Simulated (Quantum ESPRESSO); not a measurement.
Input and output of a self-consistent single point for Ba (Im-3m, 1 atom in the cell) (Quantum ESPRESSO).

Method of the run: PBE, SSSP 1.1.2 efficiency (PBE) pseudopotentials (plane waves; Quantum ESPRESSO).

The change in words: lattice scaled by 0.98; degauss: 0.0073499 Ry → 0.0036749 Ry; K_POINTS: automatic 8 8 8 0 0 0 → automatic 12 12 12 0 0 0. Reference geometry:
```xyz
1
Lattice="2.4975 2.4975 2.4975 -2.4975 2.4975 2.4975 -2.4975 -2.4975 2.4975" Properties=species:S:1:pos:R:3 pbc="T T T"
Ba     0.0000     0.0000     0.0000
```

Reference input (self-consistent single point, DFT, PBE, plane waves, SSSP 1.1.2 efficiency (PBE) pseudopotentials): ecutwfc = 45 Ry; ecutrho = 360 Ry; occupations = smearing; smearing = gaussian; degauss = 0.0073499 Ry; potentials = {Ba: Ba.pbe-spn-kjpaw_psl.1.0.0.UPF}; K_POINTS = automatic 8 8 8 0 0 0; conv_thr = 1e-10 Ry; mixing_beta = 0.3. This run's input differs from it in these lines:

```diff
@@ -11,3 +11,3 @@
    ibrav = 3
-   celldm(1) = 9.438993020
+   celldm(1) = 9.250213159
    nat = 1
@@ -18,3 +18,3 @@
    smearing = 'gaussian'
-   degauss = 0.0073499
+   degauss = 0.0036749
 /
@@ -29,3 +29,3 @@
 K_POINTS {automatic}
-8 8 8  0 0 0
+12 12 12  0 0 0
```

Log, with long lists cut:

```
     Self-consistent Calculation

     iteration #  1     ecut=    45.00 Ry     beta= 0.30

---- Real-time Memory Report at c_bands before calling an iterative solver
           202 MiB given to the printing process from OS
            51 MiB allocation reported by mallinfo(arena+hblkhd)
------------------

     Threshold (ethr) on eigenvalues was too large:
     Diagonalizing with lowered threshold

---- Real-time Memory Report at c_bands before calling an iterative solver
           225 MiB given to the printing process from OS
            62 MiB allocation reported by mallinfo(arena+hblkhd)
------------------

   [... lines left out ...]

---- Real-time Memory Report at c_bands before calling an iterative solver
           232 MiB given to the printing process from OS
            68 MiB allocation reported by mallinfo(arena+hblkhd)
------------------

     total energy              =    -436.18017231 Ry
     estimated scf accuracy    <          1.1E-10 Ry

     iteration # 21     ecut=    45.00 Ry     beta= 0.30

---- Real-time Memory Report at c_bands before calling an iterative solver
           232 MiB given to the printing process from OS
            68 MiB allocation reported by mallinfo(arena+hblkhd)
------------------
     End of self-consistent calculation

     the Fermi energy is     6.4049 ev

!    total energy              =    -436.18017231 Ry
     estimated scf accuracy    <          4.8E-13 Ry
     smearing contrib. (-TS)   =      -0.00013382 Ry
     internal energy E=F+TS    =    -436.18003850 Ry

      -> PAW hartree energy AE =      28.60852499 Ry
      -> PAW hartree energy PS =     -28.50924383 Ry
      -> PAW xc energy AE      =    -394.20069670 Ry
      -> PAW xc energy PS      =      19.15242691 Ry
      -> total E_H with PAW    =       8.32854985 Ry
      -> total E_XC with PAW   =    -395.23435157 Ry

     convergence has been achieved in  21 iterations

     Forces acting on atoms (cartesian axes, Ry/au):

     atom    1 type  1   force =     0.00000000    0.00000000    0.00000000

     Total force =     0.000000     Total SCF correction =     0.000000

          total   stress  (Ry/bohr**3)                   (kbar)     P=        7.43
   0.00005049   0.00000000  -0.00000000            7.43        0.00       -0.00
   0.00000000   0.00005049   0.00000000            0.00        7.43        0.00
  -0.00000000   0.00000000   0.00005049           -0.00        0.00        7.43

   JOB DONE.
```

The run converged in 21 iterations. Against the reference run the free energy rises by 16.9 meV/atom and the pressure goes from 0.11 to 0.74 GPa.

The starting cell has typed, rounded lattice constants, without a prior relaxation at this level. Its lattice was rescaled by up to half a per cent. For this run, on top of that: lattice scaled by 0.98.

Cost on one core of a shared machine: roughly 30 s.
